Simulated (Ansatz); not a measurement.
The starting structures come from a database of crystals and need not be the phases stable at ambient conditions.

 Where the default PAW files enter, the runs use the earlier of Ansatz's two default sets.

**Evanescent states of NaS (P6_3/mmc, not sure to be the ambient phase, 8 atoms a cell, 21.8 Å³ an atom) along the normal of (001)**

Calculation: r2SCAN (plane waves, PAW; Ansatz, an electronic-structure program).

The gap is the functional's own, uncorrected, and κ follows it; spin-orbit coupling is left out. Mid-gap values are interpolated between the computed energies.

Energies count from the valence-band top; κ is the least over a 12×12 mesh across the current.

| E (eV) | κ (1/Å) | where |
|---|---|---|
| 0.04 | 0.122 | Γ |
| 0.14 | 0.205 | off Γ |
| 0.23 | 0.252 | off Γ |
| 0.32 | 0.272 | Γ |
| 0.41 | (withheld) | Γ |
| 0.49 | (withheld) | Γ |
| 0.58 | (withheld) | Γ |
| 0.68 | (withheld) | Γ |
| 0.77 | (withheld) | Γ |
| 0.85 | (withheld) | Γ |
| 0.94 | (withheld) | Γ |
| 1.03 | (withheld) | Γ |
| 1.12 | (withheld) | Γ |
| 1.22 | (withheld) | Γ |
| 1.30 | 0.162 | Γ |
| 1.40 | 0.141 | Γ |
| 1.49 | 0.114 | Γ |
| 1.57 | 0.073 | Γ |

### Question
What belongs in the gaps?

### Answer

- 0.41, κ (1/Å): 0.266
- 0.49, κ (1/Å): 0.260
- 0.58, κ (1/Å): 0.253
- 0.68, κ (1/Å): 0.246
- 0.77, κ (1/Å): 0.238
- 0.85, κ (1/Å): 0.229
- 0.94, κ (1/Å): 0.219
- 1.03, κ (1/Å): 0.207
- 1.12, κ (1/Å): 0.195
- 1.22, κ (1/Å): 0.180
